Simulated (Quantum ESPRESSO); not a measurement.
Quantum ESPRESSO 7.5, DFT, PBE, plane waves, SSSP 1.1.2 efficiency PBE: fcc Au, atoms displaced, 4 atoms. Basis and mesh were picked for this test and aren't claimed converged.

```fortran
&CONTROL
  calculation = 'scf'
  pseudo_dir = './pseudo'
  outdir = './out'
  tprnfor = .true.
  tstress = .false.
/
&SYSTEM
  ibrav = 0
  nat = 4
  ntyp = 1
  ecutwfc = 45
  ecutrho = 360
  occupations = 'smearing'
  smearing = 'mv'
  degauss = 0.02
/
&ELECTRONS
  conv_thr = 4e-09
/
ATOMIC_SPECIES
Au 196.9666 Au_ONCV_PBE-1.0.oncvpsp.upf
CELL_PARAMETERS angstrom
  4.078000000000   0.000000000000   0.000000000000
  0.000000000000   4.078000000000   0.000000000000
  0.000000000000   0.000000000000   4.078000000000
ATOMIC_POSITIONS crystal
Au   0.992849000000   0.992158000000   0.997417000000
Au   0.993528000000   0.505352000000   0.496543000000
Au   0.504818000000   0.002125000000   0.496505000000
Au   0.499412000000   0.512966000000   0.004456000000
K_POINTS automatic
4 4 4 0 0 0
```

The program reports k-points computed: 36, bands: 46, electrons: 76, G-vectors of the density: 52635, FFT grid: 48×48×48.

Hardware: AMD EPYC (Zen 5), 96 cores on 1 socket, no SMT, 12 L3 cache groups.

Times are wall-clock medians of two to five runs, from launch to exit, with nothing else on the machine. Unless noted, each process is bound to its own block of adjacent cores. The build: conda-forge: Open MPI 5.0, OpenMP, OpenBLAS 0.3.34 (pthreads), FFTW, ScaLAPACK, ELPA; another build can shift the numbers. Scratch files lie in a memory file system.

Started as
```bash
OMP_NUM_THREADS=1 mpirun -np 24 pw.x -nk 12 -in pw.in
```
(24 ranks, diagonalization = david (default)) it takes 2.6 s and 9 SCF iterations.

Q: Estimate the wall time with diagonalization = paro.

A: About 3.9 s (3 runs within 1 %): 1.5× as long. The largest move is in the rest of the band solver (c_bands and wfcinit less FFTs, projectors and diagonalisation: overlaps, rotations, waiting): 0.48 s to 1.4 s. SCF iterations go from 9 to 8. Change in the result: energy equal as printed, forces (largest component) 0.36 meV/Å.
